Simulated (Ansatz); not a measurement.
# W3Ge (model structure, started from the D03 type, Fm-3m, No. 225, 4 atoms in the cell): properties by level of theory

```
level (code)         lattice constant a (Å)  enthalpy of formation (eV/atom)
-------------------  ----------------------  -------------------------------
PBE (Ansatz)                          6.320                            0.388
PBEsol (Ansatz)                       6.257                            0.348
PBE-D3(BJ) (Ansatz)                   6.266                            0.346
```

Ansatz's density-functional and Hartree–Fock values are scalar-relativistic unless marked +SOC, with PAW data made under PBE.

Static lattice: no zero-point or thermal effects.

A model structure was made by putting elements into a prototype or built by hand; it is no filed structure, need not be a known phase, and can be a saddle point held by its symmetry.

Ansatz is a first-principles code.
